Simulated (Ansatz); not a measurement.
Functionals compared on a constructed model of the (100) surface of fcc Pd, a pseudomorphic layer of Ag in the host's stacking (bottom of the slab: a bare face, its two planes held), in Ansatz (plane waves, PAW). The structure was relaxed with PBE; the other rows are single points on it. Cutoff 420 eV (500 eV for r2SCAN).

Set-up: 7 atoms, 12.1 Å thick at the start; mesh 13x13x1; 0.1 eV smearing; dipole correction on; 2 atoms held, the rest relaxed; start symmetry kept, larger cells not searched; no spin, no spin-orbit, no U. It is one candidate, not shown to be the stable structure of the face. These notes are the PBE run's.

| functional | work function of the top face (eV) | rough cost of the single point |
|---|---|---|
| PBE | 4.42 | – |
| RPBE | ___ | about 50 core-seconds (a rough figure) |
| r2SCAN | 4.37 | very roughly 100 core-seconds |

Complete the blanks.


- RPBE, work function of the top face (eV): 4.22

Ansatz is a program for electronic structure.
